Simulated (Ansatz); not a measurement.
Take ZnS in the zinc blende structure (space group F-43m, No. 216) as the base.

```
CELL_PARAMETERS angstrom
      0.00000     2.69456     2.69456
      2.69456     0.00000     2.69456
      2.69456     2.69456     0.00000
ATOMIC_POSITIONS crystal
  S  0.75000 0.75000 0.75000
  Zn 0.00000 0.00000 0.00000
```

Cartesian axes are those of the cell as printed.

The values are results of Ansatz (an electronic-structure program) r2SCAN, without spin-orbit coupling, not measurements.

For the base:

Band gap: 2.70 eV

One thing is altered: a free-standing slab of 6 layers (12 atoms, 2 a layer) is cut normal to [110], with 15 Å of vacuum and the in-plane cell held at bulk.

### Question
Predict the new change of the spacing d12 from its bulk value of 1.905 Å, band gap and gap character.

### Answer
The change of the spacing d12 from its bulk value of 1.905 Å comes out as -9.9 %; the band gap goes up by 0.21 eV, from 2.70 eV to 2.91 eV; the gap character comes out as direct at Γ.

Stability against distortions was not tested. k-point labels follow each cell's own Brillouin zone.
